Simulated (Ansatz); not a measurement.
Amorphous Hf$_{18}$O$_{39}$B$_{2}$, 59 atoms at 8.42 g/cm³, one PBE-relaxed geometry, zone centre. Methods: PBE, scalar-relativistic without spin-orbit coupling (Ansatz, a program for electronic structure); r2SCAN, scalar-relativistic without spin-orbit coupling (Ansatz); HSE06, scalar-relativistic without spin-orbit coupling (Ansatz). Plane waves to 420 eV (r2SCAN 500 eV); exact exchange is cut at the cell's faces. At PBE the levels at the filled edge of the gap are localised (band-tail or defect states). All rungs ran without spin polarisation.

A CHGNet melt-quench gave the starting glass, which DFT then relaxed. O atoms were pushed apart under 1.9 Å during the dynamics, to hinder bonds among them. The hot cell started wider than the set density and was brought back towards it in steps. It is the lowest in DFT energy of 2 quenches. It is a model cell: composition and starting density were chosen by hand, and all elements were melted together. No dispersion term was used. Its density started from a set value of 8.42 and ended at 8.42 g/cm³. The quench (nominally 450 K/ps over its main leg) was far faster than any real one, so the model tends to hold more defects than a real film. Values belong to this one cell and scatter from quench to quench. The volume was held where the preparation left it and the shape relaxed, at a PBE pressure of 1.4 GPa. Stress components on the final sampling reach 1.5 GPa.

The relaxation ran on the zone centre alone. At PBE the level gap is 3.80 eV on a 2×2×2 Γ-centred mesh, and the spacing at the zone centre alone 3.87 eV.

Task: What zone-centre spacing does r2SCAN give, roughly?

Result: 4.36 eV (+0.49 eV against PBE).

Task: What zone-centre spacing does HSE06 give, roughly?

Result: 5.48 eV (+1.61 eV against PBE).

The highest filled and the lowest empty state spread over these numbers of atoms (participation numbers): PBE: 6.0 and 17.6; r2SCAN: 5.9 and 16.8; HSE06: 6.2 and 18.4.
